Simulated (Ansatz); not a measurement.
Take SiO2 (space group P3_221, No. 154; a = 4.8658 Å, c = 5.3652 Å) as the base. Axes: x lies along a and z along c of the hexagonal cell.

Structures relaxed with Ansatz (a program for electronic structure) LDA, scalar-relativistic without spin-orbit coupling.

Base:

Simulated powder pattern, Cu Kα1, λ = 1.54056 Å (kinematic, ideal powder, no thermal factors, no anomalous dispersion; the 10 strongest lines at most, above 2 %, up to 2θ = 90°):

```tsv
2θ (°)	I/Imax (%)	hkl
21.06	20	(100)
26.88	100	(011)
36.92	9.0	(110)
39.80	9.5	(102)
42.89	6.2	(200)
50.61	12	(112)
60.59	11	(121)
68.45	7.0	(122)
68.80	7.5	(203)
69.06	6.1	(031)
```

After one change:

Simulated powder pattern, Cu Kα1, λ = 1.54056 Å (kinematic, ideal powder, no thermal factors, no anomalous dispersion; the 10 strongest lines at most, above 2 %, up to 2θ = 90°):

| 2θ (°) | I/Imax (%) |
|---|---|
| 21.06 | 20 |
| 26.80 | 100 |
| 36.92 | 8.6 |
| 39.58 | 9.0 |
| 42.89 | 6.0 |
| 50.43 | 12 |
| 60.55 | 11 |
| 68.30 | 6.9 |
| 68.46 | 7.6 |
| 69.03 | 5.8 |

Question: What was done to the base?
A. uniaxial strain ε_zz = +0.75 %
B. uniaxial strain ε_zz = +1.50 %
C. uniaxial strain ε_zz = +2.25 %

Answer: A, uniaxial strain ε_zz = +0.75 %. Its volume per atom is 12.32 Å³ against 12.22 Å³, and its space group is P3_221 (No. 154).

Stability against distortions was not tested.
